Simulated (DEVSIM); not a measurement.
Structure: W/SiO2/n-Si capacitor, at 250 K.

| layer (left to right) | material | thickness (nm) | Nd (cm⁻³) |
|---|---|---|---|
| 1 | SiO2 | 1.30 | - |
| 2 | Si | 790 | 1.1e18 |

Metal gate on the left, work function 4.6 eV. Fixed charge at the semiconductor interface -2.8e10 cm⁻² (in units of +e); no interface traps.

Constants are typed, rounded textbook-type inputs, not results; the design itself was drawn at random and stands for no fabricated device. Values at 300 K; Nc and Nv go as T^1.5, mobilities as T to minus their exponent, the gap by Varshni's rule with the affinity fixed.

```tsv
parameter	SiO2	Si
gap (eV)	9	1.124
affinity (eV)	0.9	4.05
permittivity	3.9	11.7
Nc (cm⁻³)	-	2.86e19
Nv (cm⁻³)	-	3.1e19
Varshni α (eV/K)	-	0.000473
Varshni β (K)	-	636
```

Simulated with DEVSIM: 1D Poisson equation in equilibrium, Boltzmann statistics, complete ionisation; no quantum confinement or tunnelling. Metal contacts follow the ideal Schottky-Mott rule: no Fermi-level pinning, no interface dipoles.

Q: Tabulate band edges, carrier densities and field at -0.2 V on the gate.

A: Energies count from the Fermi level of the right contact; mesh points crowd at the junctions.

```tsv
x (μm)	Ec (eV)	Ev (eV)	n (cm⁻³)	p (cm⁻³)	field (V/cm)
0.000	3.900	-5.100	< 1e2	< 1e2	-1200000
0.0005422	3.833	-5.167	< 1e2	< 1e2	-1200000
0.0009576	3.782	-5.218	< 1e2	< 1e2	-1200000
0.001611	0.578	-0.558	4.8e7	1.3e8	-410000
0.003237	0.514	-0.622	9.5e8	6800000	-380000
0.005645	0.427	-0.709	5.4e10	120000	-340000
0.009922	0.297	-0.839	2.3e13	280	-270000
0.02143	0.100	-1.036	2.1e17	< 1e2	-79000
0.03796	0.065	-1.071	1.1e18	< 1e2	-1300
0.06732	0.064	-1.072	1.1e18	< 1e2	≈ 0
0.1195	0.064	-1.072	1.1e18	< 1e2	≈ 0
0.2512	0.064	-1.072	1.1e18	< 1e2	≈ 0
0.4345	0.064	-1.072	1.1e18	< 1e2	≈ 0
0.5910	0.064	-1.072	1.1e18	< 1e2	≈ 0
0.6998	0.064	-1.072	1.1e18	< 1e2	≈ 0
0.7403	0.064	-1.072	1.1e18	< 1e2	≈ 0
0.7631	0.064	-1.072	1.1e18	< 1e2	≈ 0
0.7759	0.064	-1.072	1.1e18	< 1e2	≈ 0
0.7846	0.064	-1.072	1.1e18	< 1e2	≈ 0
0.7880	0.064	-1.072	1.1e18	< 1e2	≈ 0
0.7900	0.064	-1.072	1.1e18	< 1e2	≈ 0
0.7913	0.064	-1.072	1.1e18	< 1e2	≈ 0
```
